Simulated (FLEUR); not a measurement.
A self-consistent single point of InSb (F-43m, 2 atoms in the cell) with FLEUR.

Level of theory: PBE, all-electron FLAPW (FLEUR), scalar-relativistic valence.

The change in words: lattice scaled by 0.98. Reference geometry:
```
CELL_PARAMETERS angstrom
      0.00000     3.34679     3.34679
      3.34679     0.00000     3.34679
      3.34679     3.34679     0.00000
ATOMIC_POSITIONS crystal
  In 0.00000 0.00000 0.00000
  Sb 0.25000 0.25000 0.25000
```

Reference input (self-consistent single point, DFT, PBE, all-electron FLAPW (FLEUR), scalar-relativistic valence): Kmax = 3.9 1/bohr; GmaxXC = 15.6 1/bohr; xcFunctional = pbe; jspins = 1; l_soc = F; mode = hist; fermiSmearingEnergy = 0.00367493 Htr; mesh (inpgen div1-3) = 9 9 9; inpgen gamma flag = false; Gmax = 15.6 1/bohr; numbands = 0; maxIterBroyd = 15. This run's input differs from it in these lines:

```diff
@@ -3,5 +3,5 @@
 &input film=f /
-0.0000000000 3.3467910000 3.3467910000
-3.3467910000 0.0000000000 3.3467910000
-3.3467910000 3.3467910000 -0.0000000000
+-0.0000000000 3.2798550000 3.2798550000
+3.2798550000 -0.0000000000 3.2798550000
+3.2798550000 3.2798550000 -0.0000000000
 1.8897261246
@@ -43,5 +43,5 @@
          <bravaisMatrix>
-            <row-1>    0.0000000000000000     6.3245183862761580     6.3245183862761580</row-1>
-            <row-2>    6.3245183862761580     0.0000000000000000     6.3245183862761580</row-2>
-            <row-3>    6.3245183862761580     6.3245183862761580     0.0000000000000000</row-3>
+            <row-1>    0.0000000000000000     6.1980276783999324     6.1980276783999324</row-1>
+            <row-2>    6.1980276783999324     0.0000000000000000     6.1980276783999324</row-2>
+            <row-3>    6.1980276783999324     6.1980276783999324     0.0000000000000000</row-3>
          </bravaisMatrix>
```

Output, abridged:

```
 Iteration:     1   Distance:       4.38853075 me/bohr^3
 Iteration:     2   Distance:       4.09899479 me/bohr^3
 Iteration:     3   Distance:       2.02242090 me/bohr^3
 Iteration:     4   Distance:       0.52127444 me/bohr^3
 Iteration:     5   Distance:       0.45782857 me/bohr^3
   [... 6 lines left out ...]
 Iteration:    12   Distance:       0.00031933 me/bohr^3
 Iteration:    13   Distance:       0.00014641 me/bohr^3
 Iteration:    14   Distance:       0.00001097 me/bohr^3
 Iteration:    15   Distance:       0.00000494 me/bohr^3
 Run finished successfully
 Stop message:
   Structural relaxation: Done

[file out, last iteration]
             iter=     16
[...]
          total density-effective poten   -2.0496194479E+04
          total charge density-energy d   -3.3080340010E+02
 Updated energy parameters for spin:           1
[...]
 fermi energy and band-weighting factors:

[...]
FERMIE:
          first approx. to ef    (T=0)  :   0.174336 htr   (energy of the highest occ. eigenvalue)
          number of occ. states  (T=0)  :        770
          first approx. to seigv (T=0)  : -12.200904 htr
          sum of weights of occ. states :  14.000000
          sum of semicore charge        :   0.000000 e
FERHIS:  Fermi-Energy by histogram:
          bandgap                     :   0.000000 htr
   [... lines left out ...]
          charge neutrality (T=0)     :   0.000000    (zero if the highest occ. eigenvalue is "entirely" occupied)
     EF_NEWTON:  Adjust Fermi-Energy by Newton-Method.
 Direct bandgap for spin            1 :    3.4341768387576993E-002  Htr
 ---->    free energy=                    -12366.9565659382 htr
   [... lines left out ...]
      extrapolation for T->0
 ---->    total electron energy=          -12366.9565275887 htr
 ***** TOTAL FORCES ON ATOMS *****
 TOTAL FORCE FOR ATOM TYPE=  1  X=  0.000   Y=  0.000   Z=  0.000
                       FX_TOT= 0.000000 FY_TOT= 0.000000 FZ_TOT= 0.000000
 TOTAL FORCE FOR ATOM TYPE=  2  X=  3.099   Y=  3.099   Z=  3.099
                       FX_TOT= 0.000000 FY_TOT= 0.000000 FZ_TOT= 0.000000
 Structural relaxation: Done
```

The run converged in 15 iterations. FLEUR gives forces in its relaxation mode, with a further iteration, so its stop message speaks of a relaxation. Against the reference run the free energy rises by 3.0 meV/atom.

The starting cell comes from a database of computed structures (which also holds hypothetical and non-ambient phases and stackings), without a prior relaxation at this level. Its lattice was rescaled by a random factor within 2.5 % of one. For this run, on top of that: lattice scaled by 0.98. Spin-orbit coupling is off. Values depend on the basis (sphere radii, cutoffs, local orbitals), which need not be converged. No gap is read from this output. The log's line on a gap gives a spacing of levels on this mesh, which the program prints for metals too.

Cost on one core of a shared machine: roughly 2 min.
